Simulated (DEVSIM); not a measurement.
Device: abrupt Si p-n junction, at 300 K.

Layer 1 from the left is Si, thickness (μm) 0.520, Na (cm⁻³) 1.5e15, τn (s) 2e-7, τp (s) 2e-7. Layer 2 from the left is Si, thickness (μm) 0.620, Nd (cm⁻³) 2.1e18, τn (s) 2e-7, τp (s) 2e-7.

Left contact: ohmic. Right contact: ohmic. Voltage is applied to the left contact. Recombination: SRH at mid-gap, radiative. Mobility is μmin + (μ − μmin)/(1 + (N/Nref)^α).

The device is made up for the run: typed textbook-type constants, with dimensions and the other settings drawn at random. Values at 300 K.

Si: gap (eV) 1.124, affinity (eV) 4.05, permittivity 11.7, Nc (cm⁻³) 2.86e19, Nv (cm⁻³) 3.1e19, μn (cm²/Vs) 1417, μp (cm²/Vs) 470, μn,min 52, μp,min 45, Nref,n 9.7e16, Nref,p 2.2e17, αn 0.68, αp 0.72, B (cm³/s) 4.7e-15.

Simulated with DEVSIM: 1D drift-diffusion, Boltzmann statistics, complete ionisation; no tunnelling, impact ionisation, image-force lowering or self-heating.

Problem. What does the simulation give for the potential step across the device at zero bias, the dark forward voltage at 1 A/cm², the largest field in the device at zero bias?

Solution. potential step across the device at zero bias 0.800 V; dark forward voltage at 1 A/cm² 0.446 V; largest field in the device at zero bias 81000 V/cm.
